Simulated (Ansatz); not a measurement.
Take GaAs in the rock salt structure (space group Fm-3m, No. 225; a = 5.394 Å; a hypothetical phase, not in the database extracts checked; relaxed with 0.1 eV smearing) as the base. Axes: x, y, z lie along the cube axes.

Structures relaxed with DFT with PBE, PAW potentials and a 420 eV plane-wave cutoff in Ansatz (an electronic-structure program), no SOC, earlier PAW set.

Base:

Simulated powder pattern, Cu Kα1, λ = 1.54056 Å (kinematic, ideal powder, no thermal factors, no anomalous dispersion; the 8 strongest lines at most, above 2 %, up to 2θ = 90°):

```json
[
 {"2θ (°)": "33.19", "I/Imax (%)": "100", "hkl": "(200)"},
 {"2θ (°)": "47.65", "I/Imax (%)": "72", "hkl": "(220)"},
 {"2θ (°)": "59.30", "I/Imax (%)": "24", "hkl": "(222)"},
 {"2θ (°)": "69.67", "I/Imax (%)": "11", "hkl": "(400)"},
 {"2θ (°)": "79.39", "I/Imax (%)": "31", "hkl": "(420)"},
 {"2θ (°)": "88.79", "I/Imax (%)": "23", "hkl": "(422)"}
]
```

After one change:

Simulated powder pattern, Cu Kα1, λ = 1.54056 Å (kinematic, ideal powder, no thermal factors, no anomalous dispersion; the 8 strongest lines at most, above 2 %, up to 2θ = 90°):

```json
[
 {"2θ (°)": "33.18", "I/Imax (%)": "100"},
 {"2θ (°)": "33.42", "I/Imax (%)": "49"},
 {"2θ (°)": "47.28", "I/Imax (%)": "18"},
 {"2θ (°)": "47.81", "I/Imax (%)": "71"},
 {"2θ (°)": "47.98", "I/Imax (%)": "18"},
 {"2θ (°)": "59.13", "I/Imax (%)": "19"},
 {"2θ (°)": "59.74", "I/Imax (%)": "18"},
 {"2θ (°)": "79.89", "I/Imax (%)": "23"}
]
```

### Question
What was done to the base?
A. tensor shear ε_yz = −1.32 %
B. isotropic strain +5.47 %
C. biaxial strain −0.66 %, plane normal [110], relaxed out of plane
D. tensor shear ε_xy = −3.70 %

### Answer
C, biaxial strain −0.66 %, plane normal [110], relaxed out of plane. Its volume per atom is 19.50 Å³ against 19.61 Å³, and its space group is Immm (No. 71).

Stability against distortions was not tested. All final runs are without spin polarisation.
